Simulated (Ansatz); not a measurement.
**Cu3N, response to strain**

Base system: Cu3N (space group Pm-3m, No. 221; a = 3.7649 Å). Axes: x, y, z lie along the cube axes.

Strains are applied to the cell and any free atomic positions relax.

Calculations: Ansatz (an electronic-structure program) PBEsol, no spin-orbit coupling.

Notes on the quantities. energy relative to the base: free energy F; pressure: mean of the normal stresses, compression positive.

```csv
change,energy relative to the base,pressure,shortest interatomic distance
base,0 meV/atom,0.0 GPa,1.882 Å
uniaxial strain ε_zz = −3.00 %,+12 meV/atom,4.6 GPa,1.826 Å
uniaxial strain ε_zz = −2.40 %,+7.3 meV/atom,3.6 GPa,1.837 Å
uniaxial strain ε_zz = −1.80 %,+4.1 meV/atom,2.6 GPa,1.849 Å
uniaxial strain ε_zz = −1.20 %,+1.8 meV/atom,1.7 GPa,1.860 Å
uniaxial strain ε_zz = −0.60 %,+0.4 meV/atom,0.8 GPa,1.871 Å
```

Whether these cells are dynamically stable was not tested. All final runs are without spin polarisation.
